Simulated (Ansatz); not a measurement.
Data:

```
SiO2
1.0
    4.31233     0.00000     0.00000
    0.00000     4.31233     0.00000
    0.00000     0.00000     2.73888
Si O
2 4
Direct
  0.00000   0.00000   0.00000
  0.50000   0.50000   0.50000
  0.30920   0.30920   0.00000
  0.80920   0.19080   0.50000
  0.19080   0.80920   0.50000
  0.69080   0.69080   0.00000
```

No spin polarisation.

Computed with Ansatz (a program for electronic structure), PBE, PAW, cutoff 420 eV, no spin-orbit coupling. Γ-centred 8×8×12 mesh, Fermi–Dirac width 0.05 eV.

Q: Predict the width of the top valence band and gap character.

A: 
- Width of the top valence band = 2.40 eV
- Gap character = direct at Γ

The cells carry an imposed strain or load. Whether these cells are dynamically stable was not tested. The cell was made from SiO2 in the rutile structure (space group P4_2/mnm, No. 136) by this change: isotropic strain +1.80 %.
